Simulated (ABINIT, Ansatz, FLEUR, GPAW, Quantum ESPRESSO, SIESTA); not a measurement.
## ScF3 (C2, 4 atoms in the cell) computed with different codes at matched settings

Self-consistent single point.

```
CELL_PARAMETERS angstrom
      2.28284    -3.06973     0.00000
      2.28284     3.06973     0.00000
     -1.68920     0.00000     3.65522
ATOMIC_POSITIONS crystal
  Sc 0.01114 0.98886 0.00000
  F  0.45904 0.90322 0.85177
  F  0.09678 0.54096 0.14823
  F  0.93304 0.06696 0.50000
```

Shared settings, as Ansatz (a program for electronic structure) writes them: kpoints.mp_grid.grid = 3 3 3; scf.occupations.method = fixed. Potentials and cutoffs stand in the table.

| code | model | pressure (GPa) | largest force (eV/Å) | gap on the mesh (eV) | cutoff |
|---|---|---|---|---|---|
| Quantum ESPRESSO | LDA (PZ), GBRV 1.5 ultrasoft (LDA) pseudopotentials | -0.48 | 0.093 | 5.327 | 50 Ry |
| ABINIT | LDA (PW92), PAW (JTH v2.0 LDA PAW) | -1.11 | 0.078 | 5.327 | 816 eV |
| FLEUR | LDA (Perdew-Zunger), all-electron FLAPW (FLEUR), scalar-relativistic valence | – | – | 5.393 | Kmax 4.7 1/bohr |
| SIESTA | LDA PW92, numerical atomic orbitals DZP, PseudoDojo LDA standard norm-conserving potentials (rewritten from UPF to PSML) | -3.89 | 0.163 | 5.041 | grid 350 Ry |
| Ansatz | LDA (PW92), PAW files made with PBE | -1.14 | 0.110 | 5.336 | default |
| GPAW | LDA (Perdew-Wang 92), GPAW PAW datasets LDA (gpaw-data 1.0.1) | – | 0.159 | 5.323 | 900 eV |

Size of the force on each atom (eV/Å): Sizes of forces hide their directions.

```csv
code,Sc1,F2,F3,F4
Quantum ESPRESSO,0.093,0.048,0.048,0.066
ABINIT,0.078,0.044,0.044,0.059
SIESTA,0.163,0.081,0.081,0.046
Ansatz,0.110,0.054,0.054,0.069
GPAW,0.159,0.087,0.087,0.074
```

A dash marks a value that a program does not give, or that is left out as unsure.

Gaps are read on the mesh. Another mesh or the band path gives a smaller gap, so these values are not converged in the mesh.

The spread over the programs that give each value: pressure within 3.41 GPa; largest force within 0.085 eV/Å; gap on the mesh within 0.352 eV.

SIESTA uses small atom-centred bases, whose incompleteness enters pressures, forces and empty levels differently from a plane-wave cutoff. FLEUR treats all electrons, but the usual bases taken here (sphere radii, linearisation, local orbitals, empty states) were not tested for convergence, so the values are no reference for the others. Ansatz's pressure is given at a fixed set of plane waves, as the other plane-wave codes print theirs; with its correction for the finite basis it is -0.55 GPa (the shift of 0.59 GPa shows how far the cutoff is from converged). The pressure of GPAW is left out: its cutoff lies under the one at which its stress was checked. The same LDA comes in different parametrisations, which differ slightly. In the pressure, SIESTA (by 2.78) lies more than 1 GPa from the median of the plane-wave programs. In the gap, SIESTA (by 0.286) lies more than 0.12 eV from the median of the plane-wave programs. In the force vectors, SIESTA (by 0.105) lies more than 0.08 eV/Å from the median of the plane-wave programs.

On the base mesh (8 8 7) the same programs gave: Ansatz pressure -1.12 GPa, gap on the mesh 5.242 eV; Quantum ESPRESSO pressure -0.46 GPa, gap on the mesh 5.233 eV; ABINIT pressure -1.10 GPa, gap on the mesh 5.233 eV; GPAW gap on the mesh 5.229 eV; FLEUR gap on the mesh 5.308 eV; SIESTA pressure -3.85 GPa, gap on the mesh 4.941 eV.

The values differ from the base mesh's, so the mesh still matters here: the table compares the programs at equal settings.

The starting cell comes from a database of computed structures (which also holds hypothetical and non-ambient phases and stackings), without a prior relaxation at this level. Its lattice was rescaled by a random factor within 2.5 % of one.

Left out of this page: CP2K (on another mesh).

Keys are those of Ansatz 0.2.
